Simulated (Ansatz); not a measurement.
A periodic model of amorphous Zr20O42Sn:

```xyz
63
Lattice="9.5894 0.0924 0.1060 0.0924 8.9144 0.0158 0.1060 0.0158 9.5135" Properties=species:S:1:pos:R:3 pbc="T T T"
Zr     5.1815     8.3326     0.2601
Zr     2.5301     3.8376     6.1856
Zr     1.2744     5.6262     3.0903
Zr     1.0055     3.3545     0.3517
Zr     5.4695     3.1760     4.7384
Zr     7.0268     0.1970     7.2906
Zr     3.5552     0.5954     5.8103
Zr     0.6419     8.8573     4.4639
Zr     7.1140     2.1508     1.2003
Zr     7.2776     5.4584     8.5273
Zr     1.7996     8.2688     0.6721
Zr     7.9939     6.1410     5.0864
Zr     0.9411     6.9459     7.0666
Zr     6.9636     0.4120     3.9639
Zr     4.0935     4.9200     1.3757
Zr     4.5604     7.5780     3.2943
Zr     3.0951     1.9358     2.5992
Zr     4.5079     6.5225     6.9906
Zr     8.8101     3.1554     7.0679
Zr     9.0647     3.1601     3.7085
O      0.5708     7.6486     8.8464
O      1.4893     3.2225     2.6571
O      6.4725     6.2851     6.5868
O      7.7131     4.0737     5.2006
O      8.8544     5.8078     7.0244
O      8.3483     1.4934     8.0677
O      8.9383     2.8127     1.5536
O      5.0466     8.6080     7.2321
O      2.4975     5.7433     7.0869
O      1.7730     8.7403     6.3755
O      1.8789     5.1634     1.0350
O      4.5317     3.4618     2.8419
O      4.5127     4.6390     5.7842
O      5.9119     1.3353     9.0932
O      9.5580     2.0527     5.4223
O      1.5829     1.3185     0.8058
O      6.5516     7.2758     3.9571
O      5.2691     6.6440     1.5121
O      1.1164     7.5815     2.4601
O      3.9158     7.4633     5.2391
O      4.8528     0.6811     3.9859
O      8.8736     5.2286     3.2227
O      3.8031     2.2704     7.1899
O      6.7694     3.7042     7.5576
O      3.4007     3.1082     0.4810
O      3.5209     7.6136     9.0235
O      3.3900     2.5070     4.8002
O      8.1955     8.4327     5.6937
O      1.2290     3.1980     7.6986
O      8.8789     4.3440     9.0597
O      4.8508     5.2210     8.6540
O      3.7711     8.8945     1.7538
O      6.9791     7.5729     8.8234
O      6.3982     1.5615     5.7585
O      6.9533     2.5681     3.2676
O      8.8304     0.8364     3.2837
O      1.1389     4.3424     4.8915
O      3.3726     5.8911     3.0986
O      6.4508     0.3130     1.8609
O      6.0997     3.8406     0.7097
O      0.4628     6.8299     4.8613
O      2.3398     0.5113     3.9188
Sn     5.0220     3.1041     8.5345
```

Level of theory: PBE, scalar-relativistic without spin-orbit coupling (plane waves to 420 eV, PAW; Ansatz, an electronic-structure program).

Preparation: random packing, a CHGNet melt and quench, and a DFT relaxation. O atoms were pushed apart under 1.9 Å during the dynamics, to hinder bonds among them. The hot cell started wider than the set density and was brought back towards it in steps. It is the lowest in DFT energy of 2 quenches. It is a model cell: composition and starting density were chosen by hand, and all elements were melted together. No dispersion term was used. Its density started from a set value of 5.34 and ended at 5.34 g/cm³. The quench (nominally 300 K/ps over its main leg) was far faster than any real one, so the model tends to hold more defects than a real film. One small periodic cell is one sample of the glass; other quenches scatter about these values. The volume was held where the preparation left it and the shape relaxed, at a PBE pressure of -0.5 GPa (tension). Stress components on the final sampling reach 0.6 GPa. On a 2×2×2 Γ-centred mesh force components of up to 0.13 eV/Å stay, since the relaxation ran on the zone centre alone.

Cut-offs for bonds: Zr-Zr 3.41 Å, Zr-O 2.74 Å, Zr-Sn 3.23 Å, O-O 1.58 Å, O-Sn 2.46 Å, Sn-Sn 3.06 Å. Two cations that share two anions don't count as bonded, nor two that share one unless they lie closer than Zr-Zr 3.32 Å, Zr-Sn 3.15 Å, Sn-Sn 2.97 Å.

Give the coordination numbers, mean bond lengths and angles.


The mean coordination of Zr by anions is 6.65 (3 with 5, 3 with 6, 12 with 7, 2 with 8) and the mean coordination of O comes out as 3.31 (2 with 2, 26 with 3, 13 with 4, 1 with 5). The mean coordination of Sn by anions is 6.00 (1 with 6). The mean Zr-O bond is 2.188 Å (spread 0.148 Å, 133 counted) and the mean O-Sn bond is 2.095 Å (spread 0.061 Å, 6 counted). The bond angle at Zr is mean 101.5°, spread 29.6° and the bond angle at O is mean 112.0°, spread 18.9°. The bond angle at Sn is mean 103.5°, spread 30.6°.

List the pairs of like atoms that count as bonded by the rules above.

There are none by these rules.
